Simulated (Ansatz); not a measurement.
Base system: TiPt in the CsCl type structure (space group Pm-3m, No. 221; a = 3.140 Å).

Levels (all Ansatz, an electronic-structure program, PAW): PBEsol (420 eV, no spin-orbit coupling); PBEsol+SOC (420 eV, spin-orbit coupling included).

The geometry is relaxed with PBEsol.

```
Property           Value
---------------  -------
PBEsol pressure  0.0 GPa
```

How does going to PBEsol+SOC change the pressure?

The pressure goes from zero to -0.5 GPa.

Single points use the geometry relaxed with PBEsol. Differences between runs with and without spin-orbit coupling are approximate. Stability against distortions was not tested. The runs without spin-orbit coupling are not spin-polarised.
